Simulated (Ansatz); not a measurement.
The starting structures come from a database of crystals and need not be the phases stable at ambient conditions.

By PBEsol, the system below comes out a metal.

Here is the system:

```
HgLa
1.0
    3.89794     0.00000     0.00000
    0.00000     3.89794     0.00000
    0.00000     0.00000     3.89794
La Hg
1 1
Direct
  0.50000   0.50000   0.50000
  0.00000   0.00000   0.00000
```

Space group of this cell: Pm-3m, CsCl type. The cell is taken as given; by PBEsol its mean pressure is -2.4 GPa.

The current flows along the normal of the first two printed cell vectors, the (001) plane of the conventional cell. No spin-orbit coupling; the value is a mean over 0.1 eV about the Fermi level.

**Question.** State the ballistic conductance per area according to PBEsol (Ansatz, an electronic-structure program).

**Answer.** 0.65 × 10¹⁵ S/m² for both spins.
